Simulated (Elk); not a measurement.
Worked example: self-consistent single point of Cu₃Sb (Pm-3m, 4 atoms in the cell) in Elk.

Level of theory: PBEsol, spin-orbit coupling in second variation, all-electron FP-LAPW, Elk's shipped species files, APW+lo basis with extra local orbitals run with Elk.

```xyz
4
Lattice="3.9390 0.0000 0.0000 0.0000 3.9390 0.0000 0.0000 0.0000 3.9390" Properties=species:S:1:pos:R:3 pbc="T T T"
Cu     1.9695     1.9695     0.0000
Cu     0.0000     1.9695     1.9695
Cu     1.9695     0.0000     1.9695
Sb     0.0000     0.0000     0.0000
```

Reference input (self-consistent single point, DFT, PBEsol, all-electron FP-LAPW, Elk's shipped species files, APW+lo basis with extra local orbitals): xctype = 22; rgkmax = 7.5; stype = 0; swidth = 0.00183747 Ha; ngridk = 8 8 8; gmaxvr = 16 1/bohr; nxlo = 2; lorbcnd = true; rmtscf = 0.99; lmaxi = 2; maxscl = 100. This run's input differs from it in these lines:

```diff
@@ -5,2 +5,5 @@
   22
+
+spinorb
+  .true.
 
@@ -23,2 +26,5 @@
   2
+
+nempty
+  10
```

Output (repeated stretches shortened):

```
│ Self-consistent loop started │
│ Loop number : 1 │
 total energy                :     -11412.7652526
 total moment                :   0.3729811891E-23  0.2583717423E-22 -0.2087289092E-22
│ Loop number : 2 │
 total energy                :     -11415.0781157
 total moment                :  -0.2074357532E-22 -0.5441329240E-23 -0.4855701737E-23
RMS change in Kohn-Sham potential (target) :   0.3091969038     (  0.1000000000E-05)
Absolute change in total energy (target)   :    2.312863080     (  0.1000000000E-03)
│ Loop number : 3 │
 total energy                :     -11424.0646752
   [... lines left out ...]
 total energy                :     -11442.0551946
 total moment                :  -0.2290190299E-22  0.8358075586E-23  0.8276705182E-23
RMS change in Kohn-Sham potential (target) :   0.2929870166E-06 (  0.1000000000E-05)
Absolute change in total energy (target)   :   0.1071346360E-03 (  0.1000000000E-03)
│ Loop number : 16 │
 total energy                :     -11442.0551573
 total moment                :  -0.1178072122E-22 -0.3467610266E-22  0.2213939064E-22
RMS change in Kohn-Sham potential (target) :   0.7698695965E-07 (  0.1000000000E-05)
Absolute change in total energy (target)   :   0.1047312253E-04 (  0.1000000000E-03)
Convergence targets achieved

│ Loop number : 17 │

Energies :
 Fermi                       :     0.278036325283
 xc effective B-field        :    -0.469791076949E-09
 external B-field            :      0.00000000000
 total energy                :     -11442.0551498
 (external B-field energy excluded from total)

Density of states at Fermi energy :    11.47121795
 (states/Hartree/unit cell)

Estimated indirect band gap :   0.6023398551E-02
 from k-point     19 to k-point      4
Estimated direct band gap   :   0.1184209027E-01
 at k-point     22

Charges :
 core                        :    72.00000000
 valence                     :    66.00000000
 interstitial                :    4.683698261
 muffin-tins (core leakage)
  species :    1 (Cu)
   atom    1                 :    28.09695864     (  0.1849976693E-03)
   [... lines left out ...]
   atom    3                 :   0.1144771787E-22  0.1082937760E-23 -0.3716708307E-23
  species :    2 (Sb)
   atom    1                 :  -0.5612595777E-23  0.1363929878E-22 -0.7809132041E-23
 total in muffin-tins        :  -0.6695533537E-23  0.6991226981E-23 -0.8892069801E-23
 total moment                :  -0.7289523854E-23  0.6938916124E-23 -0.8942024677E-23

│ Self-consistent loop stopped │
```

The run converged in 17 iterations. The count includes the last loop, which Elk runs after its targets are met. 

The starting cell comes from a database of computed structures (which also holds hypothetical and non-ambient phases and stackings), without a prior relaxation at this level. Its lattice was rescaled by a random factor within 2.5 % of one. Values depend on the basis (sphere radii, cutoffs, local orbitals), which need not be converged. The run gives no clean gap (levels at the Fermi energy touch, overlap or are partly filled at this smearing), which alone does not show that the compound is a metal. The log's line on a gap gives a spacing of levels on this mesh, which the program prints for metals too.

These are the values that this program gave, and no reference: the basis lacks p1/2 orbitals, which heavy p elements need under spin-orbit coupling.

Cost on one core of a shared machine: roughly 2 min.
